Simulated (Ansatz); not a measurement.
LaBr₃ (P6₃/m, No. 176) was calculated with HSE06 in Ansatz (PAW).

Input file:

Ansatz 0.2 input:
```yaml
crystal:
  lattice:
    - [3.9824, -6.897719, 0.0]
    - [3.9824, 6.897719, 0.0]
    - [0.0, 0.0, 4.5119]
  atoms:
    - { symbol: La, position: [0.333333, 0.666667, 0.25] }
    - { symbol: La, position: [0.666667, 0.333333, 0.75] }
    - { symbol: Br, position: [0.38506, 0.29878, 0.25] }
    - { symbol: Br, position: [0.08628, 0.38506, 0.75] }
    - { symbol: Br, position: [0.70122, 0.08628, 0.25] }
    - { symbol: Br, position: [0.61494, 0.70122, 0.75] }
    - { symbol: Br, position: [0.91372, 0.61494, 0.25] }
    - { symbol: Br, position: [0.29878, 0.91372, 0.75] }
basis:
  ecutwfc: 460
  ecutrho_ratio: 4
  xc_grid: 2
kpoints:
  mp_grid: { grid: [6, 6, 6] }
  band_path: { path: [[0, 0, 0], [0.0, 0.0, 0.416667]], npoints: 1 }
hamiltonian:
  xc: hse06
  dispersion: none
  pseudopotentials: { kind: paw }
scf:
  occupations: { method: fermi_dirac, width: 0.01 }
  convergence: { dr2_threshold: 0.0000000008 }
output:
  forces: true
  stress: true
  eigenvalues: true
  write_bands: true
```

Excerpt of the program's output:

```
WARN the atoms were moved onto the symmetric positions of the space group found under crystal.symmetry.tolerance 1.0e-5 (fractional …
WARN output.stress: scf.exx.energy_threshold = 1e-6 eV is looser than the 8e-8 eV advised for a stress under a hybrid functional (1e-8 eV for each atom of the …
Crystal: 8 atoms, lattice volume = 247.879 Å³
Basis set: ecut = 460 eV, 5499 PW (Γ), exchange–correlation on 120×120×64 points (8 copies of the dense FFT grid, shifted against one another)
Bands: 40, of which v1, the nominal top of the filled ones, is band 32 counted from 1 (31 counted from 0)
Symmetry: 12 space group operations
Space group: P63/m (ITA 176), of the structure as read, at distance tolerance 6.3e-5 Å
k-points: 32 of 216
SCF iter   1: F=—  HF=-29215.362033 eV  |F-HF|=—  |Δ(HF+E_count)|=         —  Δρ=2.82e-3  dr2=7.66e-3
SCF iter   2: F=—  HF=-29215.380204 eV  |F-HF|=—  |Δ(HF+E_count)|=   1.82e-2  Δρ=1.55e-3  dr2=2.56e-3
  ...
Crystal: 8 atoms, lattice volume = 247.879 Å³
Initial density: handed on by an earlier stage of this run
Crystal: 8 atoms, lattice volume = 247.879 Å³
SCF iter   4: F=—  HF=-29236.685799 eV  |F-HF|=—  |Δ(HF+E_count)|=   1.60e-7  Δρ=1.83e-6  dr2=1.59e-8
SCF iter   5: F=-29236.685799 eV  HF=-29236.685799 eV  |F-HF|=7.28e-11  |Δ(HF+E_count)|=   5.78e-9  Δρ=1.36e-7  dr2=3.02e-10
SCF 3 converged in 5 iterations: F = -29236.685799 eV  dr2 = 3.02e-10
Free energy (F): -29236.685799 eV
Internal energy: -29236.685799 eV  (E = F + TS)
E sigma→0 (E₀):  -29236.685799 eV
Fermi energy:    6.189048 eV
--- Forces (eV/Å), atoms counted from 1 ---
  atom   1  La    -0.00000000     0.00000000     0.00000000
  atom   2  La     0.00000000    -0.00000000    -0.00000000
  atom   3  Br     0.03924707    -0.00767388    -0.00000000
  atom   4  Br     0.02626931     0.03015201     0.00000000
  atom   5  Br    -0.01297775     0.03782590     0.00000000
  atom   6  Br    -0.03924707     0.00767388     0.00000000
  atom   7  Br    -0.02626931    -0.03015201     0.00000000
  atom   8  Br     0.01297775    -0.03782590    -0.00000000
--- Stress (GPa, compression-positive) ---
        0.607956       0.000000      -0.000000
       -0.000000       0.607956       0.000000
       -0.000000       0.000000       0.561534
  P = ⅓ Tr σ = 0.5925 GPa (5.925 kbar)
```

The PAW data were made under PBE.

Note: cell and atoms aren't relaxed at this level (largest force 0.04 eV/Å, pressure 0.6 GPa).

Ansatz is a quantum-chemistry and plane-wave program.
